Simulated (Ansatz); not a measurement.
Cu3N under a change: uniaxial strain ε_xx = −3.11 %

Base system: Cu$_{3}$N (space group Pm-3m, No. 221; a = 3.8270 Å). Axes: x, y, z lie along the cube axes.

It is then changed as follows: the cell is compressed by 3.11 % along x with no lateral relaxation; the atoms relax in the strained cell.

Method: PBE/PAW in Ansatz (an electronic-structure program), no SOC. k-mesh 9×9×9 (Γ-centred); smearing 0.05 eV (Fermi–Dirac).

The volume per atom decreases by 0.436 Å³ to 13.58 Å³ and the space group becomes P4/mmm (No. 123) (base: Pm-3m (No. 221)). The shortest interatomic distance decreases by 5.95 pm, from 191.3 pm to 185.4 pm and the energy grows by 11 meV/atom. The pressure (mean of the normal stresses, compression positive) goes up by 4.20 GPa to 4.19 GPa and the band gap drops by 0.12 eV, from 0.22 eV to 0.10 eV (uncertain: the Fermi level lies in a band; the changed cell). The stress (xx, yy, zz, yz, xz, xy; compression positive) is (8.83, 1.87, 1.87, 0.00, 0.00, 0.00) GPa.

Whether these cells are dynamically stable was not tested. All final runs are without spin polarisation. A zero or small gap of Cu3N can be the functional's error rather than a property of the material.
